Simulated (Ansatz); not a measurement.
Results of r²SCAN+SOC (PAW; Ansatz, a first-principles code) for fluorite HfO2 (high-temperature phase).

Numerical settings: plane-wave cutoff 560 eV, 12×12×12 k mesh, Fermi–Dirac smearing 0.01 eV, PAW data made under PBE.

Energies at three volumes about the minimum:

```
V (Å³/atom)  E − E_lowest (meV/atom)
-----------  -----------------------
10.559                          3.80
10.774                          0.00
10.990                          3.50
```

Fit a parabola by hand: where is the minimum, what lattice constant follows, and what is the bulk modulus?

Slopes: (0.00 − 3.80)/(10.774 − 10.559) = -17.674 and (3.50 − 0.00)/(10.990 − 10.774) = 16.204 meV/Å³. Curvature E″ = 2 × (16.204 − (-17.674))/(10.990 − 10.559) = 157.206 meV/Å⁶. From the middle of the first interval, the slope vanishes at V0 = 10.6665 − (-17.674)/157.206 = 10.779 Å³/atom. B = V0 E″ = 10.779 × 157.206 meV/Å³ × 0.1602 GPa per meV/Å³ = 271 GPa. With 12 atoms in the cube, a = (12 × 10.779)^(1/3) = 5.057 Å. The full Birch–Murnaghan fit to all volumes gives V0 = 10.775 Å³/atom and B0 = 271 GPa.

Measured, for comparison: bulk modulus 242 ± 16 GPa (room temperature, not corrected to a static lattice, nanocrystalline cubic HfO2, second-order Birch-Murnaghan; as tabulated in High-pressure structural stability, equation of state, and thermal expansion …). Computed less measured: bulk modulus +12 %.

Note: symmetry holds this phase in the static calculation, where it need not be a minimum; held by symmetry at 0 K, a high-temperature phase can be a saddle point.
